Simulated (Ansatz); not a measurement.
System: Ta2O5 (within 0.1 Å of C2/m, No. 12, 7 atoms in the cell; start mp-1218141). Method: r²SCAN+rVV10 (Ansatz, a program for electronic structure, PAW).

Run with plane-wave cutoff 560 eV, 10×10×4 k mesh (along the axes of the cell as run), Fermi–Dirac smearing 0.01 eV, scalar-relativistic PAW data made under PBE.

Cell (relaxed at this level):

Space group C2/m (No. 12); a = 12.980 Å, b = 3.829 Å, c = 3.869 Å, α = 90.00°, β = 90.34°, γ = 90.00°

```csv
atom,site,symmetry,x,y,z
Ta,4i,m,0.1460,0.0000,0.5268
O,4i,m,0.1496,0.0000,0.0080
O,4i,m,0.3149,0.0000,0.4985
O,2c,2/m,0.5000,0.5000,0.5000
```
(The calculation used a cell of 7 atoms; values per cell refer to that cell.)

### Question
What does this level give for the band gap?

### Answer

- band gap = 2.81 eV (on the SCF k mesh)

Spin–orbit coupling is not included.

Static lattice: no zero-point or thermal effects.

Computing time: very roughly 50 core-minutes.

A start named mp-… is a Materials Project structure, which need not be a measured phase.
